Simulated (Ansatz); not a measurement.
Abridged Ansatz (a quantum-chemistry and plane-wave program) output:

```
Relaxation: its limit of steps is 60 (relax.max_steps)
Pseudopotential: In, paw, valence charge 13
Pseudopotential: Te, paw, valence charge 16
Pseudopotential: Ag, paw, valence charge 19
Crystal: 8 atoms, lattice volume = 259.002 Å³
Basis set: ecut = 420 eV, 4997 PW (Γ), exchange–correlation on 108×108×108 points (8 copies of the dense FFT grid, shifted against one another)
Bands: 77, of which v1, the nominal top of the filled ones, is band 64 counted from 1 (63 counted from 0)
Symmetry: 8 space group operations
k-points: 40 of 343 (time reversal used)
Functional: x = pbesol(κ = 0.804, μ = 0.12345679012345678), c = pbesol(β = 0.046)
SCF iter   1: F=—  HF=-53703.127887 eV  |F-HF|=—  |Δ(HF+E_count)|=         —  Δρ=4.03e-3  dr2=4.39e-2  ethr=1.77e-3  ⟨swp⟩=6.3  Hψ=11719  notcnv=0  defer=64
SCF iter   2: F=—  HF=-53703.116659 eV  |F-HF|=—  |Δ(HF+E_count)|=   1.12e-2  Δρ=1.56e-3  dr2=8.75e-3  ethr=3.43e-5  ⟨swp⟩=2.0  Hψ=5154  notcnv=0  defer=142
SCF 1 converged in 8 iterations: F = -53703.115712 eV  dr2 = 3.42e-8
relax step   1: F+E_penalty+E_count = -53703.11571217 eV  Δ(F+E_penalty+E_count) = +0.000e0 eV  max|allowed force component| = 1.888e-4 eV/Å  Δτ_max = 0.0000 Å  P = +0.900 GPa  Ω = 259.002 Å³  (8 SCF iters, dr2 threshold 1.00e-7 eV, accepted)
[... steps on the carried basis left out ...]
relax step   5: F+E_penalty+E_count = -53703.06055952 eV  Δ(F+E_penalty+E_count) = +1.181e-3 eV  max|allowed force component| = 1.231e-4 eV/Å  Δτ_max = 0.0000 Å  P = +2.104 GPa  Ω = 253.063 Å³  stress off target by 5.32e-3 GPa  SCF on the basis re-selected at this cell (its energy is not comparable with the rows above)  (6 SCF iters)
SCF converged after 6 iterations
Free energy (F): -53703.060560 eV
Internal energy: -53703.060019 eV  (E = F + TS)
E sigma→0 (E₀):  -53703.060289 eV
Entropy (-TS):   -0.000541 eV (-0.068 meV/atom)
Fermi energy:    8.412499 eV
--- Forces (eV/Å), atoms counted from 1 ---
  atom   1  In     0.00000000     0.00000000     0.00000000
[...]
  atom   3  Te    -0.00012307    -0.00000000     0.00000000
  atom   4  Te     0.00000000     0.00012307    -0.00000000
  atom   5  Te     0.00012307     0.00000000    -0.00000000
  atom   6  Te    -0.00000000    -0.00012307     0.00000000
  atom   7  Ag     0.00000000    -0.00000000    -0.00000000
  atom   8  Ag     0.00000000     0.00000000    -0.00000000
--- Stress (GPa, compression-positive) ---
        2.102772       0.000000       0.000000
        0.000000       2.102772      -0.000000
        0.000000      -0.000000       2.105319
  P = ⅓ Tr σ = 2.1036 GPa (21.036 kbar)
--- Relaxed structure (4 steps of the walk, 3 accepted, 1 SCFs on fresh bases) ---
  cell:  # Å, volume = 253.0633 Å³
    - [-3.1708073171157354, 3.1708073171157354, 6.2925898699488325]
    - [3.1708073171157354, -3.1708073171157354, 6.2925898699488325]
    - [3.1708073171157354, 3.1708073171157354, -6.2925898699488325]
  atoms:
    - { symbol: In, position: [0.5, 0.5, -8.48321042060148e-21] }
    - { symbol: In, position: [0.25000000000000006, 0.75, 0.5] }
    - { symbol: Te, position: [0.375, 0.36540744416604654, 0.4904074441660465] }
    - { symbol: Te, position: [0.6345925558339536, 0.12500000000000008, 0.009592555833953548] }
    - { symbol: Te, position: [0.8750000000000001, 0.8845925558339537, 0.5095925558339536] }
    - { symbol: Te, position: [0.11540744416604652, 0.6250000000000001, 0.9904074441660466] }
    - { symbol: Ag, position: [-7.504272456464831e-37, -8.483210420601296e-21, -8.483210420601293e-21] }
    - { symbol: Ag, position: [0.75, 0.25000000000000006, 0.5] }
```

### Question
What was computed, and what are the main results?

### Answer
InAgTe2, 8 atoms in the cell, with PBEsol/PAW in Ansatz, spin-orbit coupling left out, from a series relaxed to a target (pressure 2.1 GPa). The last SCF converged to F = -53703.060560 eV, or -6712.8826 eV per atom, at a pressure of 2.10 GPa. The total energy compares only with runs of the same code, potentials and settings.

Spin-orbit coupling, missing from the scalar runs, can matter with Te. Load acts through the strain it causes; cell and atoms are relaxed under it. Whether these cells are dynamically stable was not tested. The cell was made from InAgTe₂ in the chalcopyrite structure (space group I-42d, No. 122) by this change: pressure 2.1 GPa.

Keys are those of Ansatz 0.2.
